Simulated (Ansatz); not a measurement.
**Several settings converged on LuH₂ (I4mm, 3 atoms in the cell)**

```xyz
3
Lattice="0.0000 2.5021 2.5021 2.5021 0.0000 2.5021 2.5021 2.5021 0.0000" Properties=species:S:1:pos:R:3 pbc="T T T"
Lu     0.0000     0.0000     0.0500
H      1.2510     1.2510     1.2510
H      3.7531     3.7531     3.7531
```

Base method: PBEsol, default PAW files made with PBE (plane waves; Ansatz, a first-principles code).

Base settings: basis.ecutwfc = 420 eV; kpoints.mp_grid.grid = 11 11 11; hamiltonian.xc = pbesol; hamiltonian.pseudopotentials = {kind: paw} (the program's default PAW files); scf.occupations.method = gaussian; scf.occupations.width = 0.1 eV.

The count of work is k-points × plane waves × bands × iterations; it is no time. 

**The cutoff for other potential files**

Level: DFT, PBEsol, plane waves, harder PAW files (source: ansatz) made with PBE.

In this ladder: hamiltonian.pseudopotentials = {kind: paw, source: ansatz}.

The second cell is the first with its lattice scaled by 0.98.

The mesh stays at the base's, so the ladder's end is converged at best in this setting alone.

The first pressure column holds Ansatz's estimate of the finite-basis (Pulay) stress, which hides part of the cutoff error; the other is without it.

Only quantities that move along the ladder and can be compared are tabulated.

```tsv
basis.ecutwfc	free energy less the last step's (meV/atom)	energy of the compressed cell less the first (meV/atom)	pressure (GPa)	pressure without the Pulay estimate (GPa)	largest difference of a force vector from the last step's (eV/Å)	count of work / last
360 eV	3780.53	21.33	0.17	-435.03	0.022	0.12
440 eV	310.32	1.80	-1.90	-47.35	0.002	0.13
560 eV	5.08	1.63	-2.44	-3.35	0.000	0.21
680 eV	0.85	1.59	-2.45	-2.51	0.000	0.27
800 eV	0.43	1.60	-2.45	-2.46	0.000	0.36
960 eV	0.30	1.59	-2.45	-2.46	0.000	0.46
1200 eV	0.16	1.59	-2.45	-2.46	0.000	0.63
1600 eV	0.00	1.59	-2.46	-2.46	0.000	1.0
```

Coarsest basis.ecutwfc that holds the energy of the compressed cell less the first within 0.5 meV/atom of the last step, with all finer ones: 440 eV, at 0.13 of the last step's count of work; the step before is off by 20 meV/atom.

State of the free energy at the end of the ladder: still drifting one way, by 0.30 meV/atom over the last two steps, so the last step is no safe reference.

Coarsest basis.ecutwfc that holds the pressure within 0.2 GPa of the last step, with all finer ones: 560 eV, at 0.21 of the last step's count of work; the step before is off by 0.56 GPa.

The energy difference between the two cells stays within 1 meV/atom of the last step's from 440 eV on, the total only from 680 eV on: much of the error is common to both cells and cancels.

At the lowest cutoff the pressure without the Pulay estimate lies 433 GPa under the last step's, the usual sign of Pulay stress in an incomplete plane-wave basis.

**The relaxed cell against the cutoff**

On LuH₂ (Fm-3m, 3 atoms in the cell): atoms on their sites.

In this ladder: relax = cell and atoms.

The mesh stays at the base's, so the ladder's end is converged at best in this setting alone.

Only quantities that move along the ladder and can be compared are tabulated.

```csv
basis.ecutwfc,relaxed volume (Å³/atom),relaxation steps
250 eV,10.326,22
295 eV,10.160,11
355 eV,10.178,5
420 eV,10.160,5
505 eV,10.155,5
630 eV,10.154,5
840 eV,10.154,5
```

Coarsest basis.ecutwfc that holds the relaxed volume within 0.01 Å³/atom of the last step, with all finer ones: 420 eV; the step before is off by 0.024 Å³/atom.

At the lowest cutoff the cell relaxes to a volume 1.7 % larger than at the highest. Ansatz relaxes on a stress corrected for the finite basis.

On the base run: the starting cell comes from a database of computed structures (which also holds hypothetical and non-ambient phases and stackings), without a prior relaxation at this level. Its lattice was rescaled by up to half a per cent. One atom was moved a little off its site on purpose.

Left out of this page: 1 run of the series failed or unconverged.

Keys are those of Ansatz 0.2.
